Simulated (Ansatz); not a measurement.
The reference is NaI in the rock salt structure (space group Fm-3m, No. 225).

```
NaI
1.0
    0.00000     3.20105     3.20105
    3.20105     0.00000     3.20105
    3.20105     3.20105     0.00000
Na I
1 1
Direct
  0.00000   0.00000   0.00000
  0.50000   0.50000   0.50000
```

Cartesian axes are those of the cell as printed.

Method: Ansatz (a quantum-chemistry and plane-wave program) PBEsol, spin-orbit coupling left out.

Strains are applied to the cell and any free atomic positions relax; under biaxial strain the out-of-plane vector relaxes too.

One change was made to it. Results:

The pressure (mean of the normal stresses, compression positive) grows by 0.62 GPa (0.01 GPa → 0.63 GPa); the valley order (the lowest conduction-band minima on the path, energy above the VBM, named in the base's zone) goes from Γ 3.60 eV; X along ⟨100⟩ 4.47 eV; L along ⟨111⟩ 4.96 eV to Γ 3.66 eV; X along [100] 4.46 eV; X along [001] 4.50 eV; L along [1-1-1] 4.94 eV; the valence-band top at Γ (three highest levels, from the VBM) becomes 0.00, -0.03, -0.03 eV (base: 0.00, 0.00, 0.00 eV); the energy goes up by 3.7 meV/atom.

Name the change that was made.
A. biaxial strain −3.00 %, plane normal [001], relaxed out of plane
B. biaxial strain +1.50 %, plane normal [001], relaxed out of plane
C. biaxial strain −2.00 %, plane normal [001], relaxed out of plane
D. biaxial strain +3.00 %, plane normal [001], relaxed out of plane
E. biaxial strain −1.00 %, plane normal [001], relaxed out of plane

C, biaxial strain −2.00 %, plane normal [001], relaxed out of plane. For comparison, the valley order in the other runs: biaxial strain +1.50 %, plane normal [001], relaxed out of plane gives Γ 3.53 eV; X along [001] 4.43 eV; X along [100] 4.46 eV; L along [1-1-1] 4.95 eV; biaxial strain +3.00 %, plane normal [001], relaxed out of plane gives Γ 3.46 eV; X along [001] 4.41 eV; X along [100] 4.45 eV; L along [1-1-1] 4.93 eV; biaxial strain −1.00 %, plane normal [001], relaxed out of plane gives Γ 3.63 eV; X along [100] 4.46 eV; X along [001] 4.48 eV; L along [1-1-1] 4.95 eV; biaxial strain −3.00 %, plane normal [001], relaxed out of plane gives Γ 3.70 eV; X along [100] 4.46 eV; X along [001] 4.53 eV; L along [1-1-1] 4.94 eV.

Spin-orbit coupling, missing from the scalar runs, can matter with I. The levels and masses belong to the bands next to the band gap. Stability against distortions was not tested.
